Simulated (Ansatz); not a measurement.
Consider GaN in the wurtzite structure (space group P6_3mc, No. 186; a = 3.183 Å, c = 5.184 Å).

Calculations: DFT with r2SCAN, PAW potentials and a 500 eV plane-wave cutoff in Ansatz (an electronic-structure program), scalar-relativistic without spin-orbit coupling, earlier PAW set.

Base values:

* **Pressure**: 0.00 GPa

Modification: the cell is scaled by 0.9931 in all directions; the atoms relax in the strained cell.

What happens to the energy relative to the base, mean gap deformation potential ΔEg/Δln V and pressure?

The energy grows by 3.1 meV/atom; the mean gap deformation potential ΔEg/Δln V comes out as -7.0 eV; the pressure (mean of the normal stresses, compression positive) goes from zero to 4.26 GPa.

Stability against distortions was not tested.
